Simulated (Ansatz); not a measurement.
Worked example: self-consistent single point of a (110) slab of LaC2 (cut from a parent of space group no. 71; 9 atoms in the cell) in Ansatz (a program for electronic structure).

Level of theory: PBEsol, default PAW files made with PBE (plane waves; Ansatz).

The change in words: vacuum of 8 angstrom (first run: 14 Å). Reference geometry:
```yaml
crystal:
  lattice:
    - [4.17510, 0.00000, 0.00000]
    - [-4.78336, 4.13055, 0.00000]
    - [0.00000, 0.00000, 21.02479]
  atoms:
    - { symbol: C, position: [0.00000, 0.21254, 0.33294] }
    - { symbol: C, position: [0.00000, 0.37170, 0.37222] }
    - { symbol: C, position: [0.00000, 0.80991, 0.48036] }
    - { symbol: C, position: [0.00000, 0.96907, 0.51964] }
    - { symbol: C, position: [0.00000, 0.40728, 0.62778] }
    - { symbol: C, position: [0.00000, 0.56645, 0.66706] }
    - { symbol: La, position: [0.00000, 0.79212, 0.35258] }
    - { symbol: La, position: [0.00000, 0.38949, 0.50000] }
    - { symbol: La, position: [0.00000, 0.98686, 0.64742] }
```

Reference input (self-consistent single point, DFT, PBEsol, plane waves, default PAW files made with PBE): basis.ecutwfc = 30.9 Ry; kpoints.mp_grid.grid = 8 8 1; hamiltonian.xc = pbesol; hamiltonian.pseudopotentials = {kind: paw} (the program's default PAW files); scf.occupations.method = gaussian; scf.occupations.width = 0.0073 Ry. This run's input differs from it in these lines:

Ansatz 0.2 input:
```diff
@@ -5,13 +5,13 @@
     - [-4.783362, 4.130554, 0.000000]
-    - [0.000000, 0.000000, 21.024793]
+    - [0.000000, 0.000000, 15.024804]
   atoms:
-    - { symbol: C, position: [1.000000, 0.212537, 0.332940] }
-    - { symbol: C, position: [1.000000, 0.371701, 0.372223] }
-    - { symbol: C, position: [0.000000, 0.809910, 0.480362] }
-    - { symbol: C, position: [0.000000, 0.969074, 0.519638] }
-    - { symbol: C, position: [1.000000, 0.407283, 0.627783] }
-    - { symbol: C, position: [0.000000, 0.566448, 0.667060] }
-    - { symbol: La, position: [0.000000, 0.792119, 0.352579] }
+    - { symbol: C, position: [1.000000, 0.212537, 0.266226] }
+    - { symbol: C, position: [0.000000, 0.371701, 0.321197] }
+    - { symbol: C, position: [1.000000, 0.809910, 0.472520] }
+    - { symbol: C, position: [0.000000, 0.969074, 0.527480] }
+    - { symbol: C, position: [0.000000, 0.407283, 0.678812] }
+    - { symbol: C, position: [1.000000, 0.566448, 0.733774] }
+    - { symbol: La, position: [0.000000, 0.792119, 0.293708] }
     - { symbol: La, position: [1.000000, 0.389492, 0.500000] }
-    - { symbol: La, position: [1.000000, 0.986865, 0.647421] }
+    - { symbol: La, position: [1.000000, 0.986865, 0.706292] }
 basis:
```

Output (repeated stretches shortened):

```
SCF iter   1: F=—  HF=-19962.925819 eV  |F-HF|=—  |Δ(HF+E_count)|=         —  Δρ=5.26e-3  dr2=2.49e-1  ethr=1.77e-3  ⟨swp⟩=7.0  Hψ=3965  notcnv=0
all-band conjugate gradients solve this SCF's bands
preconditioner: auto → LDOS
SCF iter   2: F=—  HF=-19962.895210 eV  |F-HF|=—  |Δ(HF+E_count)|=   3.06e-2  Δρ=2.72e-3  dr2=2.09e-2  ethr=4.36e-4  ⟨swp⟩=4.2  Hψ=1697  notcnv=0  defer=75
   [... lines left out ...]
SCF iter   4: F=—  HF=-19962.890950 eV  |F-HF|=—  |Δ(HF+E_count)|=   8.55e-4  Δρ=3.36e-4  dr2=5.88e-4  ethr=9.59e-6  ⟨swp⟩=2.2  Hψ=1280  notcnv=0  defer=75
SCF iter   5: F=—  HF=-19962.890835 eV  |F-HF|=—  |Δ(HF+E_count)|=   1.15e-4  Δρ=6.18e-5  dr2=3.36e-5  ethr=1.03e-6  ⟨swp⟩=2.0  Hψ=1039  notcnv=0  defer=75
SCF iter   6: F=—  HF=-19962.890867 eV  |F-HF|=—  |Δ(HF+E_count)|=   3.15e-5  Δρ=1.33e-5  dr2=5.64e-7  ethr=5.90e-8  ⟨swp⟩=2.0  Hψ=1319  notcnv=0  defer=75
SCF iter   7: F=-19962.890867 eV  HF=-19962.890867 eV  |F-HF|=1.06e-8  |Δ(HF+E_count)|=   7.56e-8  Δρ=2.88e-6  dr2=3.54e-8  ethr=1.75e-10  ⟨swp⟩=20.8  Hψ=5415  notcnv=0
SCF 1 converged in 7 iterations: F = -19962.890867 eV  dr2 = 3.54e-8
Free energy (F): -19962.890867 eV
Internal energy: -19962.876295 eV  (E = F + TS)
E sigma→0 (E₀):  -19962.883581 eV
Entropy (-TS):   -0.014572 eV (-1.619 meV/atom)
Fermi energy:    5.357091 eV
--- Forces (eV/Å), atoms counted from 1 ---
  atom   1  C      0.08305141    -0.07171700     0.51602981
  atom   2  C     -0.00098104     0.00084715    -0.56677877
  atom   3  C     -0.01950892     0.01684645    -0.53975076
  atom   4  C      0.01950892    -0.01684645     0.53975076
  atom   5  C      0.00098104    -0.00084715     0.56677877
  atom   6  C     -0.08305141     0.07171700    -0.51602981
  atom   7  La    -0.12026639     0.10385307     0.84364217
  atom   8  La     0.00000000     0.00000000     0.00000000
  atom   9  La     0.12026639    -0.10385307    -0.84364217
--- Stress (GPa, compression-positive) ---
       -4.416585      -0.276689       0.114217
       -0.276689      -4.498075      -0.098629
        0.114217      -0.098629      -3.358189
  P = ⅓ Tr σ = -4.0909 GPa (-40.909 kbar)
  The stress holds the Pulay correction. Without it, at fixed plane waves, as pw.x and ABINIT print it: P = -4.2073 GPa
```

The run converged in 7 iterations. Against the reference run the free energy is nearly the same (within 1 meV/atom) and the largest force goes from 0.877 to 0.858 eV/Å.

The starting cell comes from a database of computed structures (which also holds hypothetical and non-ambient phases and stackings), without a prior relaxation at this level. The slab is cut from that crystal, and its faces are unrelaxed. Its lattice was rescaled by up to half a per cent. Spin polarisation is off, though cut faces can carry moments; the slab shows no gap.
